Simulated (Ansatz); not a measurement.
CdSe: energy against volume

CdSe (zinc blende, F-43m, 29.739 Å³/atom and stress up to 0.01 GPa in the relaxed cell, cube axes along x, y and z) under an equal strain ε along all three axes. PBE in Ansatz, a plane-wave DFT program (PAW, default set), 420 eV, 9×9×9 Γ-centred mesh, Fermi-Dirac smearing 0.05 eV; ions are relaxed, or left where forces stay under 0.02 eV/Å, within the symmetry of each cell. Against the start cell, which lies near the measured one, the relaxed cell differs by 7.4 % in volume; the values below rest on it.

Here V stands for volume and E for E less E0.

```
volume (Å³/atom)  E less E0 (meV/atom)  pressure (GPa)
----------------  --------------------  --------------
27.9904                          15.99            3.11
28.4210                           8.81            2.24
28.8561                           3.83            1.44
29.2955                           0.92            0.69
29.7393                           0.00           -0.01
30.1877                           0.95           -0.66
30.6405                           3.66           -1.25
31.0978                           8.05           -1.81
31.5596                          14.01           -2.32
32.4970                              ?               ?
```

Taking the third-order Birch-Murnaghan form, a cubic in V^(-2/3) for E over the 9 complete rows: With u = V^(-2/3) - 0.1042, the rows have u = 0.0042744, 0.0031760, 0.0020939, 0.0010283, -0.0000212, -0.0010554, -0.0020741, -0.0030777, -0.0040666. Least squares gives E = 0.003 + 10.1·u + 860933·u² + 2774532·u³. Residuals (row less fit): -0.003, 0.002, 0.006, -0.007, -0.003, 0.002, -0.001, 0.004, -0.003; standard error 0.005 (degrees of freedom: 5). Its minimum lies at u = -0.0000059, so V0 = (0.1041941)^(-3/2) = 29.73. There d²E/du² = 1722000 and d³E/du³ = 1.665e7, so B0 = (4/9) × 29.73^(-7/3) × 1722000 × 0.160218 = 44.8 GPa (the last factor turns the table's units into GPa), and B0' = 4 + (2/3) × 0.1041941 × (1.665e7)/1722000 = 4.7. B0' rests on the cubic coefficient alone and has a standard error of 0.1 from these residuals.

Estimate the missing E (V = 32.4970); what did the run itself give?

u = -0.0060016, so E = 0.003 + 10.1 × (-0.0060016) + 860933 × (-0.0060016)² + 2774532 × (-0.0060016)³ = 30.353 meV/atom. The calculation gives 30.35 meV/atom, which the fit meets to the printed digits. The row lies outside the fitted rows, so this is an extrapolation. The scatter of the fitted rows lies at the last printed digit.

Other structures, which can take over under pressure, weren't tried. The same form fitted to the pressure column gives B0' = 4.7; series where the two differ by over 0.4 aren't shown. CdSe stands in this structure, whereas wurtzite is the usual form. Rows are the converged runs of the series near zero and its far end, less any whose ions stayed unrelaxed beside relaxed ones; series whose fitted rows scatter by over a few per cent of the range, as at a crossing or softening among them, aren't shown in this form.
